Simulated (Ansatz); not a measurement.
Pressure series in AlOs

The parent structure is AlOs in the CsCl type structure (space group Pm-3m, No. 221; a = 2.9928 Å; a cell from a computed database, its experimental status unchecked).

Cell and atoms are relaxed at each pressure.

Method: plane-wave PAW DFT at the PBEsol level (Ansatz, a first-principles code, 420 eV), no spin-orbit coupling.

```
case                  density  shortest interatomic distance
----------------  -----------  -----------------------------
base              13.46 g/cm³                        2.592 Å
pressure −2 GPa   13.35 g/cm³                        2.599 Å
pressure −1 GPa   13.40 g/cm³                        2.595 Å
pressure 0.3 GPa  13.47 g/cm³                        2.591 Å
pressure 0.7 GPa  13.49 g/cm³                        2.589 Å
pressure 1.5 GPa  13.54 g/cm³                        2.587 Å
pressure 3 GPa    13.61 g/cm³                        2.582 Å
pressure 5 GPa    13.71 g/cm³                        2.575 Å
pressure 7.5 GPa  13.84 g/cm³                        2.568 Å
pressure 10 GPa   13.96 g/cm³                        2.560 Å
```

Load acts through the strain it causes; cell and atoms are relaxed under it. No phonon test of stability was made. No other phases were tried under pressure. The final runs are not spin-polarised.
